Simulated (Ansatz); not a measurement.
BaZrO3: isotropic strain +0.60 %

Take BaZrO3 in the cubic perovskite structure (space group Pm-3m, No. 221; a = 4.227 Å) as the base.

The change: the cell is scaled by 1.0060 in all directions, atoms relaxed at fixed cell.

Method: Ansatz (a program for electronic structure), PBE, PAW, cutoff 420 eV, no spin-orbit coupling. k-mesh 8×8×8 (Γ-centred); smearing 0.05 eV (Fermi–Dirac).

```json
[
 {"quantity": "volume per atom", "base": "15.11 Å³", "changed": "15.38 Å³", "shift": "+0.27 Å³"},
 {"quantity": "space group", "base": "Pm-3m (No. 221)", "changed": "Pm-3m (No. 221)", "shift": "–"},
 {"quantity": "shortest interatomic distance", "base": "2.114 Å", "changed": "2.126 Å", "shift": "+0.0127 Å"},
 {"quantity": "energy relative to the base (free energy F)", "base": "0 meV/atom", "changed": "+2.2 meV/atom", "shift": "+2.2 meV/atom"},
 {"quantity": "pressure", "base": "0.01 GPa", "changed": "-2.57 GPa", "shift": "-2.58 GPa"},
 {"quantity": "band gap", "base": "3.18 eV", "changed": "3.14 eV", "shift": "-0.04 eV"},
 {"quantity": "gap character", "base": "indirect, R → Γ", "changed": "indirect, R → Γ", "shift": "–"},
 {"quantity": "smallest direct gap", "base": "3.40 eV", "changed": "3.38 eV", "shift": "-0.025 eV"},
 {"quantity": "mean gap deformation potential ΔEg/Δln V", "base": "–", "changed": "-2.4 eV", "shift": "–"},
 {"quantity": "width of the top valence band", "base": "0.87 eV", "changed": "0.81 eV", "shift": "-0.06 eV"},
 {"quantity": "electron mass (degenerate bands, along [100])", "base": "0.36, 0.36, 2.8 mₑ (at Γ)", "changed": "0.37, 0.37, 2.9 mₑ (at Γ)", "shift": "–"}
]
```

Cost of the whole job for the changed cell (relaxation, final SCF and bands): very roughly 15 core-seconds.

Masses are band curvatures over ±0.01 Å⁻¹ around the edge. Stability against distortions was not tested.
